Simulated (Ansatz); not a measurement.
**HfS2: energy against strain**

HfS2 (1T layered, P-3m1, 20.260 Å³/atom at rest, c along z) under a strain ε along a direction in the basal plane (axis x), the other axes held. PBEsol-D3(BJ) in Ansatz, a plane-wave DFT program (PAW, default set), 420 eV, 11×11×6 Γ-centred mesh, Fermi-Dirac smearing 0.05 eV; ions are relaxed within the symmetry of each cell.

Here s stands for strain and y for E less E0.

| strain (%) | E less E0 (meV/atom) |
|---|---|
| -3.00 | ? |
| -1.50 | 2.27 |
| -1.00 | 1.00 |
| -0.50 | 0.25 |
| 0.00 | 0.00 |
| 0.50 | 0.24 |
| 1.00 | 0.95 |
| 1.50 | 2.12 |

Problem. Using a parabola, estimate the missing y at s = -3.00 from the other rows, showing the fit.

Solution. Least squares gives y = 0.000 - 0.0400·s + 0.9752·s². Residuals (row less fit): 0.016, -0.015, -0.014, 0.000, 0.016, 0.015, -0.014; standard error 0.018 (degrees of freedom: 4). Twice the quadratic coefficient over the volume, 2 × 0.9752 meV × 10⁴ × 0.1602 / 20.260 Å³, is the elastic constant C11 = 154 ± 1.3 GPa. At the withheld row, y = 0.000 - 0.0400 × (-3.0) + 0.9752 × (-3.0)² = 8.897 meV/atom. The calculation gives 9.33 meV/atom, 0.433 meV/atom above the prediction (4.6 % of the range of y in the table). The row lies outside the fitted rows, so this is an extrapolation. From the scatter of the fitted rows alone, a prediction at this place has a standard error of 0.070 meV/atom, so the miss is 6.2 times that.

One order more, fitted to all 13 runs of the series, follows each within 0.01, so the miss is the next term of a smooth law. Rows are the converged runs of the series near zero and its far end; series whose fitted rows scatter by over a few per cent of the range, as at a crossing or softening among them, aren't shown in this form. Most that stay on the fit to the last digits aren't either.
